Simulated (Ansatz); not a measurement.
Structures of equal composition on the (111) surface of fcc Rh: a layer of Pt in place of the second plane; a layer of Pt in place of the third plane. The slabs share one bottom face, and each structure is named by its start. These are constructed structures in small cells; real faces may alloy, dewet or reconstruct in larger ones, and not all known structures of the face are among them. Slabs of about 11 Å, Fermi-Dirac smearing of 0.1 eV. Bottom of the slabs: a bare face, its two planes held. Relaxed from the named starts with such symmetry as they have, on meshes of like density; energies extrapolated to zero smearing; spin only where a row says so; no spin-orbit coupling, no U. Brackets mark spin-polarised runs, whose order is one that fits the cell.

Level of theory: PBE (plane waves to 420 eV, PAW; Ansatz, a program for electronic structure).

Problem. Rank these by energy per 1x1 cell (lowest first), as PBE gives it.

Solution. a layer of Pt in place of the third plane (0.000 eV), a layer of Pt in place of the second plane (0.062 eV)
